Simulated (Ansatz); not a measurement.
Start from TiAl$_{2}$ (space group Cmmm, No. 65; a = 3.902 Å, b = 12.055 Å, c = 3.970 Å).

All numbers come from Ansatz (a quantum-chemistry and plane-wave program) PBEsol, without spin-orbit coupling.

Base values:

| Property | Result |
|---|---|
| Volume per atom | 15.56 Å³ |

Now apply this change: full substitution Ti → Sn; the structure is relaxed again.

### Question
Predict the new volume per atom.

### Answer
The volume per atom grows by 4.48 Å³ to 20.04 Å³.

Whether these cells are dynamically stable was not tested. As relaxed here, Al2Sn is a hypothetical phase, not in the database extracts checked. The final runs are not spin-polarised.
